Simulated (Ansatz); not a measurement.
## YN, pressure series

Base system: YN in the rock salt structure (space group Fm-3m, No. 225; a = 4.820 Å).

Cell and atoms are relaxed at each pressure.

Level of theory: Kohn–Sham DFT with the LDA functional, run in Ansatz (a quantum-chemistry and plane-wave program) with PAW and 420 eV plane waves, spin-orbit coupling left out.

```csv
P (GPa),V (Å³/atom)
-1.99,14.153
-1.00,14.073
0.90,13.928
2.10,13.839
4.50,13.671
9.00,13.381
15.00,13.038
22.50,12.662
30.00,12.332
```

Question: Fit a third-order Birch–Murnaghan equation of state.

Answer: Least squares on P(V) = (3B₀/2)[(V₀/V)^(7/3) − (V₀/V)^(5/3)]·[1 + (3/4)(B₀′ − 4)((V₀/V)^(2/3) − 1)] gives V₀ = 14.00 Å³/atom, B₀ = 183 GPa and B₀′ = 4.1.

A case with no gap was solved on a k-mesh chosen for an insulator, which is coarse for it. Load acts through the strain it causes; cell and atoms are relaxed under it. Whether these cells are dynamically stable was not tested. Competing high-pressure phases were not computed. The final runs are not spin-polarised.
